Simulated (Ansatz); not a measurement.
Structures of equal composition on the (100) surface of rock-salt TiC: Mo on all Ti sites of the second plane; Mo on all Ti sites of the top plane. The slabs share one bottom face, and each structure is named by its start. These are constructed structures in small cells; real faces may alloy, dewet or reconstruct in larger ones, and not all known structures of the face are among them. Slabs of about 13 Å, Fermi-Dirac smearing of 0.1 eV. Bottom of the slabs: a bare face, its two planes held. Relaxed from the named starts with such symmetry as they have, on meshes of like density; energies extrapolated to zero smearing; spin only where a row says so; no spin-orbit coupling, no U. Brackets mark spin-polarised runs, whose order is one that fits the cell.

All values below come from PBE (plane waves to 420 eV, PAW; Ansatz, a first-principles code).

**Question.** Rank these by energy per 1x1 cell (lowest first), as PBE gives it.

**Answer.** Mo on all Ti sites of the top plane (0.000 eV), Mo on all Ti sites of the second plane (0.338 eV)
